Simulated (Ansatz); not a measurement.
The decay constant κ of evanescent states in the gap governs leakage through a thin film.

```yaml
crystal:
  lattice:
    - [3.88563, 0.00000, 0.00000]
    - [0.00000, 3.88563, 0.00000]
    - [1.94282, 1.94282, 2.74756]
  atoms:
    - { symbol: Zn, position: [0.00000, 0.00000, 0.00000] }
    - { symbol: S, position: [0.75000, 0.25000, 0.50000] }
```

The cell is strained (all lengths scaled by 1.02); by r2SCAN it stands under a pressure of -4.0 GPa.

Transport runs along the normal of the first two printed cell vectors, the (001) plane of the conventional cell.

The gap is the functional's own, uncorrected, and κ follows it; spin-orbit coupling is left out. Mid-gap means the computed energy nearest the middle.

### Question
State the band gap and the smallest decay constant κ at mid-gap according to r2SCAN (Ansatz, an electronic-structure program).

### Answer
Gap 2.44 eV on a 12×12×12 mesh; κ = 0.174 1/Å, at the zone centre.
